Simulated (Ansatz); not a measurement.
The starting structures come from a database of crystals and need not be the phases stable at ambient conditions.

Inside the gap of an insulator the Bloch states are evanescent, with a wavenumber k + iκ along the transport direction.

```
CELL_PARAMETERS angstrom
      7.32790     0.00000     0.00000
      0.00000     8.66714     0.00000
      0.00000     0.00000     4.46632
ATOMIC_POSITIONS crystal
  Tl 0.81219 0.99418 0.25000
  Tl 0.18781 0.00582 0.75000
  Tl 0.31219 0.50582 0.75000
  Tl 0.68781 0.49418 0.25000
  Ag 0.08334 0.31387 0.25000
  Ag 0.91666 0.68613 0.75000
  Ag 0.58334 0.18613 0.75000
  Ag 0.41666 0.81387 0.25000
  S  0.39990 0.18275 0.25000
  S  0.60010 0.81725 0.75000
  S  0.89990 0.31725 0.75000
  S  0.10010 0.68275 0.25000
```

Space group of this cell: Pnma. The cell is taken as given; by r2SCAN its mean pressure is -1.3 GPa.

Transport runs along the normal of the first two printed cell vectors.

The gap is the functional's own, uncorrected, and κ follows it; spin-orbit coupling is left out. Mid-gap values are interpolated between the computed energies.

### Question
Estimate the band gap and the smallest decay constant κ at mid-gap that r2SCAN in Ansatz (an electronic-structure program) returns for this system.

### Answer
Gap 1.00 eV on a 4×4×8 mesh; κ = 0.119 1/Å, at (0.000, 0.250) of the in-plane reciprocal vectors. At the zone centre, at the nearest computed energy, the slowest state has κ = 0.20 1/Å.
